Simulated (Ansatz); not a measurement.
**W3N4: response to strain**

Take W$_{3}$N$_{4}$ (space group Pm-3m, No. 221) as the base.

```
W3N4
1.0
    4.21545     0.00000     0.00000
    0.00000     4.21545     0.00000
    0.00000     0.00000     4.21545
N W
4 3
Direct
  0.50000   0.50000   0.50000
  0.50000   0.00000   0.00000
  0.00000   0.50000   0.00000
  0.00000   0.00000   0.50000
  0.50000   0.50000   0.00000
  0.00000   0.50000   0.50000
  0.50000   0.00000   0.50000
```

Cartesian axes are those of the cell as printed.

Strains are applied to the cell and any free atomic positions relax; under biaxial strain the out-of-plane vector relaxes too.

The values are results of Ansatz (a program for electronic structure), PBE, PAW, cutoff 420 eV, no SOC, not measurements.

Candidates:
(a) tensor shear ε_xy = −0.65 %
(b) tensor shear ε_xy = −3.49 %
(c) biaxial strain −3.17 %, plane normal [111], relaxed out of plane

Notes on the quantities. energy relative to the base: free energy F.

**Question.** Order them by energy relative to the base, lowest first.

**Answer.** (a) tensor shear ε_xy = −0.65 % (+0.3 meV/atom), (b) tensor shear ε_xy = −3.49 % (+11 meV/atom), (c) biaxial strain −3.17 %, plane normal [111], relaxed out of plane (+21 meV/atom)

Without a gap, meshes like the base's 11×11×11 leave anisotropic stresses uncertain by several tenths of a GPa, and small strain energies with them. Stability against distortions was not tested. All final runs are without spin polarisation.
